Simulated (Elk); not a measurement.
Band structure of YInCu4 (F-43m, 6 atoms in the cell).

```
CELL_PARAMETERS angstrom
      0.00000     3.52615     3.52615
      3.52615     0.00000     3.52615
      3.52615     3.52615     0.00000
ATOMIC_POSITIONS crystal
  Y  0.00000 0.00000 0.00000
  In 0.75000 0.75000 0.75000
  Cu 0.37533 0.37533 0.37533
  Cu 0.87401 0.37533 0.37533
  Cu 0.37533 0.37533 0.87401
  Cu 0.37533 0.87401 0.37533
```

Method: Elk with PBEsol, all-electron FP-LAPW, Elk's shipped species files, LAPW+lo basis.

Settings: xctype = 22; rgkmax = 8; stype = 0; swidth = 0.00999582 Ha; ngridk = 9 9 9; gmaxvr = 16 1/bohr; nxoapwlo = 1; rmtscf = 0.92; maxscl = 100.

The starting cell comes from a database of computed structures (which also holds hypothetical and non-ambient phases and stackings), without a prior relaxation at this level. Its lattice was rescaled by a random factor within 2.5 % of one. Spin polarisation is off. Values depend on the basis (sphere radii, cutoffs, local orbitals), which need not be converged.

Levels in eV from the Fermi level, bands 46 to 53:
| point | 46 | 47 | 48 | 49 | 50 | 51 | 52 | 53 |
|---|---|---|---|---|---|---|---|---|
| Γ | -1.53 | -1.53 | -1.53 | -0.90 | 0.08 | 0.08 | 1.32 | 2.78 |
| X | -2.63 | -2.39 | -0.77 | -0.77 | -0.28 | 1.83 | 2.17 | 2.17 |
| W | -2.43 | -2.29 | -1.93 | -0.06 | 1.18 | 1.49 | 1.91 | 2.26 |
| K | -2.44 | -2.30 | -1.38 | -0.76 | 1.26 | 1.57 | 2.06 | 2.12 |
| L | -1.89 | -1.04 | -0.88 | -0.88 | 1.12 | 1.15 | 1.15 | 1.81 |
| U | -2.44 | -2.30 | -1.38 | -0.76 | 1.26 | 1.57 | 2.06 | 2.12 |

Bands cross the Fermi level along this path, so the cell is metallic at this level.
